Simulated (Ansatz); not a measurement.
The reference is InSb in the zinc blende structure (space group F-43m, No. 216).

```
InSb
1.0
    0.00000     3.27796     3.27796
    3.27796     0.00000     3.27796
    3.27796     3.27796     0.00000
Sb In
1 1
Cartesian
  4.91695   4.91695   4.91695
  0.00000   0.00000   0.00000
```

Cartesian axes are those of the cell as printed.

Method: Ansatz (a quantum-chemistry and plane-wave program), r2SCAN, PAW, cutoff 500 eV, spin-orbit coupling left out.

Strains are applied to the cell and any free atomic positions relax; under biaxial strain the out-of-plane vector relaxes too; under stress the whole cell relaxes.

One change was made to it. Results:

The valley order (the lowest conduction-band minima on the path, energy above the VBM, named in the base's zone) changes from Γ 0.02 eV; L along ⟨111⟩ 0.77 eV; a point along ⟨100⟩, about 0.8 Å⁻¹ from Γ 1.48 eV to Γ 0.05 eV; L along [1-1-1] 0.71 eV; a point along [100], about 0.7 Å⁻¹ from Γ 1.23 eV; a point along [001], about 0.8 Å⁻¹ from Γ 1.50 eV; the energy goes up by 2.9 meV/atom; the shortest interatomic distance shrinks by 0.007 Å to 2.832 Å.

**Question.** Which of these changes matches the shifts?
A. uniaxial stress, 1 GPa compression along x
B. biaxial strain −1.22 %, plane normal [111], relaxed out of plane
C. biaxial strain +0.57 %, plane normal [001], relaxed out of plane
D. biaxial strain +1.04 %, plane normal [111], relaxed out of plane

**Answer.** A, uniaxial stress, 1 GPa compression along x. For comparison, the valley order in the other runs: biaxial strain −1.22 %, plane normal [111], relaxed out of plane gives Γ 0.08 eV; L along [1-11] 0.70 eV; L along [111] 0.93 eV; a point along [100], about 0.8 Å⁻¹ from Γ 1.39 eV; biaxial strain +1.04 %, plane normal [111], relaxed out of plane gives Γ 0.04 eV; L along [111] 0.57 eV; L along [1-1-1] 0.75 eV; a point along [001], about 0.8 Å⁻¹ from Γ 1.44 eV; biaxial strain +0.57 %, plane normal [001], relaxed out of plane gives Γ 0.05 eV; L along [1-1-1] 0.77 eV; a point along [001], about 0.8 Å⁻¹ from Γ 1.43 eV; a point along [100], about 0.8 Å⁻¹ from Γ 1.52 eV.

With Sb present, leaving out spin-orbit coupling can change the band edges. The levels and masses belong to the bands next to the band gap. Stability under load was not tested beyond the relaxation. The final runs are not spin-polarised.
